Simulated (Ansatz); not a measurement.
**ZrS2: S → Pt**

The parent structure is ZrS2 in the CdI2 type structure (space group P-3m1, No. 164; a = 3.674 Å, c = 5.861 Å; layered, stacked along the Cartesian z axis).

It is then changed as follows: full substitution S → Pt, then cell and atoms are relaxed.

All numbers come from r2SCAN+rVV10/PAW in Ansatz (a quantum-chemistry and plane-wave program), scalar-relativistic without spin-orbit coupling. Settings: 15×15×9 k-points, 0.05 eV Fermi–Dirac smearing, for the changed cell.

```
quantity                                  base          changed     shift
-----------------------------  ---------------  ---------------  --------
volume per atom                       22.84 Å³         19.25 Å³  -3.59 Å³
c/a ratio                                1.595            1.465    -0.130
space group                    P-3m1 (No. 164)  P-3m1 (No. 164)         –
shortest interatomic distance          2.565 Å          2.688 Å  +0.123 Å
band gap                               1.17 eV             zero         –
```

No phonon test of stability was made. As relaxed here, ZrPt2 is a hypothetical phase, not in the database extracts checked. All final runs are without spin polarisation.
